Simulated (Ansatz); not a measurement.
The reference is ZnSnAs2 in the chalcopyrite structure (space group I-42d, No. 122; a = 5.839 Å, c = 11.737 Å).

All numbers come from PBEsol (Ansatz, a quantum-chemistry and plane-wave program; PAW; 420 eV plane waves; no SOC).

Before the change:

The volume per atom is 25.02 Å³.

Modification: cell and atoms relaxed at a pressure of 30 GPa.

Q: Estimate the effect on the volume per atom.

A: The volume per atom decreases by 5.83 Å³ (25.02 Å³ → 19.19 Å³).

Load acts through the strain it causes; cell and atoms are relaxed under it. No phonon test of stability was made. Competing high-pressure phases were not computed. The final runs are not spin-polarised.
